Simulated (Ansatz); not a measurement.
**TaC (model structure, started from the MnP type, P6₃/mmc, No. 194, 8 atoms in the cell): lattice parameter c by level of theory**

No measured value is used here.

| level (code) | value (Å) |
|---|---|
| PBE (Ansatz) | 5.557 |
| PBEsol (Ansatz) | 5.521 |
| PBE-D3(BJ) (Ansatz) | 5.530 |

Density-functional levels without +SOC have no spin–orbit coupling. Ansatz's density-functional and Hartree–Fock values are scalar-relativistic unless marked +SOC, with PAW data made under PBE.

A model structure was made by putting elements into a prototype or built by hand; it is no filed structure, need not be a known phase, and can be a saddle point held by its symmetry.

Ansatz is a first-principles code.
